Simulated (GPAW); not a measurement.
Troubleshooting GPAW: a failed run on NbB2 (P1, 3 atoms in the cell). The aim is a self-consistent single point with DFT PBEsol, plane waves, GPAW PAW datasets PBEsol (made by gpaw-setup).

Cell that was meant: a = 3.1111 Å, b = 3.1111 Å, c = 3.3452 Å, α = 90.00°, β = 90.00°, γ = 120.00°.

Part of the input:

```python
            xc='PBEsol',
            kpts=(7, 7, 5),
            occupations={'name': 'methfessel-paxton', 'width': 0.136, 'order': 1},
            nbands=10,
            convergence={'density': 1e-05, 'energy': 1e-05},
            symmetry={'symmorphic': False, 'tolerance': 0.0005},
            maxiter=150,
```

Output, abridged:

```
     iter     time        total  log10-change:
                         energy   eigst   dens
iter:   1 --:--:--   -30.957290
iter:   2 --:--:--   -30.015096   -0.90  -0.88
iter:   3 --:--:--   -27.425708   +0.73  -0.93
iter:   4 --:--:--   -27.533756   -0.37  -1.53
iter:   5 --:--:--   -28.095329   +0.00  -1.56
   [... 19 lines left out ...]
iter:  25 --:--:--   -27.527833   -2.92  -2.61
iter:  26 --:--:--   -27.528568   -2.88  -2.63
iter:  27 --:--:--   -27.528361   -3.06  -2.68
iter:  28 --:--:--   -27.528488   -3.20  -2.75
iter:  29 --:--:--   -27.528550c  -3.25  -2.83
   [... lines left out ...]

Did not converge!

Here are some tips:

1) Make sure the geometry and spin-state is physically sound.
2) Use less aggressive density mixing.
3) Solve the eigenvalue problem more accurately at each scf-step.
4) Use a smoother distribution function for the occupation numbers.
5) Try adding more empty states.
6) Use enough k-points.
7) Don't let your structure optimization algorithm take too large steps.
8) Solve the Poisson equation more accurately.
9) Better initial guess for the wave functions.

See details here:

    https://gpaw.readthedocs.io/documentation/convergence.html
Traceback (most recent call last):
   [... frames left out ...]
gpaw.KohnShamConvergenceError: Did not converge!  See text output for help.
```

Problem. Diagnose the run.

Solution. The fault is too few bands. Each band holds two electrons without spin (one with spinors), and smearing needs some empty bands above the Fermi level. To fix it, raise the band count or leave it to the default. The run ended unconverged after 150 iterations.

An input that runs soundly differs in these lines (not the only fix; some lines may just follow from the change or write a value another way):
```diff
-            nbands=10,
+            nbands=-7,
```

With that input, the run converged in 20 iterations: free energy E − TS (from the program's reference atoms) -27.5992 eV; Fermi level (on the code's own zero) 13.65 eV; largest force (vector length) 0.820 eV/Å (DFT PBEsol, plane waves, GPAW PAW datasets PBEsol (made by gpaw-setup)).

On the sound input: the starting cell comes from a database of computed structures (which also holds hypothetical and non-ambient phases and stackings), without a prior relaxation at this level. Its atoms were displaced at random from the sites of space group no. 191. Spin polarisation is off. Without a gap this mesh is coarse (it stands for a supercell whose shortest vector is 17 Å).
